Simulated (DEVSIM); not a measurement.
Structure: illuminated Si n-on-p cell, one wavelength, with a back-surface field, at 300 K.

| layer (left to right) | material | thickness (μm) | Nd (cm⁻³) | Na (cm⁻³) | τn (s) | τp (s) | absorption coefficient (cm⁻¹) |
|---|---|---|---|---|---|---|---|
| 1 | Si | 0.150 | 2.4e18 | - | 6.1e-7 | 4.2e-8 | 2100 |
| 2 | Si | 230 | - | 6.7e15 | 1.2e-6 | 1.2e-6 | 2100 |
| 3 | Si | 0.140 | - | 5.2e18 | 1.2e-6 | 1.2e-6 | 2100 |

Left contact: ohmic, minority hole recombination velocity 30 cm/s. Right contact: ohmic, minority electron recombination velocity 60000 cm/s. Voltage is applied to the left contact. Recombination: SRH at mid-gap, radiative, Auger. Light enters at the left, 3.1e17 photons cm⁻² s⁻¹, one pass, no reflection. Mobility is μmin + (μ − μmin)/(1 + (N/Nref)^α).

The device is made up for the run: typed textbook-type constants, with dimensions and the other settings drawn at random. Values at 300 K.

```
parameter           Si
-------------  -------
gap (eV)         1.124
affinity (eV)     4.05
permittivity      11.7
Nc (cm⁻³)      2.86e19
Nv (cm⁻³)       3.1e19
μn (cm²/Vs)       1417
μp (cm²/Vs)        470
μn,min              52
μp,min              45
Nref,n          9.7e16
Nref,p          2.2e17
αn                0.68
αp                0.72
B (cm³/s)      4.7e-15
Cn (cm⁶/s)     2.8e-31
Cp (cm⁶/s)     9.9e-32
```

Simulated with DEVSIM: 1D drift-diffusion, Boltzmann statistics, complete ionisation; no tunnelling, impact ionisation, image-force lowering or self-heating.

The photon flux was swept, all else fixed.

| photon flux (cm^-2 s^-1) | fill factor | short-circuit current (mA/cm²) | share of generated pairs collected at short circuit | open-circuit voltage (V) |
|---|---|---|---|---|
| 9.3e15 | 0.79 | 1.39 | 0.936 | 0.475 |
| 3.1e16 | 0.80 | 4.65 | 0.936 | 0.506 |
| 9.3e16 | 0.81 | 14.0 | 0.936 | 0.535 |
| 3.1e17 | 0.81 | 46.5 | 0.937 | 0.566 |
| 9.3e17 | 0.81 | 140 | 0.938 | 0.594 |
| 3.1e18 | 0.80 | 468 | 0.942 | 0.624 |
| 9.3e18 | 0.76 | 1420 | 0.953 | 0.651 |

From the first row to the last the fill factor goes from 0.79 to 0.76. From the first row to the last the short-circuit current goes from 1.39 to 1420.
